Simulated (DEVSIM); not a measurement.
## Schottky contact on n-type β-Ga2O3

Structure: Schottky contact on n-type β-Ga2O3, at 300 K.

| layer (left to right) | material | thickness (μm) | Nd (cm⁻³) | τn (s) | τp (s) |
|---|---|---|---|---|---|
| 1 | β-Ga2O3 | 2.20 | 3.6e16 | 1.9e-9 | 1.9e-9 |
| 2 | β-Ga2O3 | 11.0 | 1.3e18 | 1.9e-9 | 1.9e-9 |

Left contact: Schottky, work function 5.12 eV, emission velocity 2.7e6 cm/s. Right contact: ohmic. Voltage is applied to the left contact. Recombination: SRH at mid-gap. Mobility is μmin + (μ − μmin)/(1 + (N/Nref)^α).

The device is made up for the run: typed textbook-type constants, with dimensions and the other settings drawn at random. Values at 300 K.

| parameter | β-Ga2O3 |
|---|---|
| gap (eV) | 4.8 |
| affinity (eV) | 4 |
| permittivity | 10 |
| Nc (cm⁻³) | 3.7e18 |
| Nv (cm⁻³) | 5e20 |
| μn (cm²/Vs) | 160 |
| μp (cm²/Vs) | 1 |
| μn,min | 20 |
| μp,min | 0.1 |
| Nref,n | 1e18 |
| Nref,p | 1e18 |
| αn | 0.8 |
| αp | 0.8 |

DEVSIM, 1D drift-diffusion, Boltzmann statistics, complete ionisation; no tunnelling, impact ionisation, image-force lowering or self-heating. Metal contacts follow the ideal Schottky-Mott rule: no Fermi-level pinning, no interface dipoles.

```yaml
potential_step_across_the_device_at_zero_bias: 1.093 V
Dark forward voltage at 1 A/cm²: 0.759 V
Dark forward voltage at 100 A/cm²: 0.915 V
```

Dark reverse current:

```json
[
 {"V (V)": "-0.40", "J (A/cm²)": "-2.2e-13"},
 {"V (V)": "-1.00", "J (A/cm²)": "-2.2e-13"},
 {"V (V)": "-2.00", "J (A/cm²)": "-2.2e-13"},
 {"V (V)": "-3.00", "J (A/cm²)": "-2.3e-13"},
 {"V (V)": "-4.00", "J (A/cm²)": "-2.3e-13"},
 {"V (V)": "-6.00", "J (A/cm²)": "-2.3e-13"},
 {"V (V)": "-8.00", "J (A/cm²)": "-2.3e-13"},
 {"V (V)": "-10.00", "J (A/cm²)": "-2.3e-13"},
 {"V (V)": "-13.00", "J (A/cm²)": "-2.4e-13"},
 {"V (V)": "-16.00", "J (A/cm²)": "-2.4e-13"},
 {"V (V)": "-20.00", "J (A/cm²)": "-2.4e-13"}
]
```

Dark forward current:

(V (V), J (A/cm²)): (0.05, 1.2e-12); (0.15, 6.9e-11); (0.30, 2.2e-8); (0.40, 1.1e-6); (0.55, 0.00034); (0.65, 0.016); (0.75, 0.71); (0.90, 79); (1.00, 280); (1.10, 550); (1.25, 970); (1.35, 1300); (1.50, 1700); (1.60, 2000)
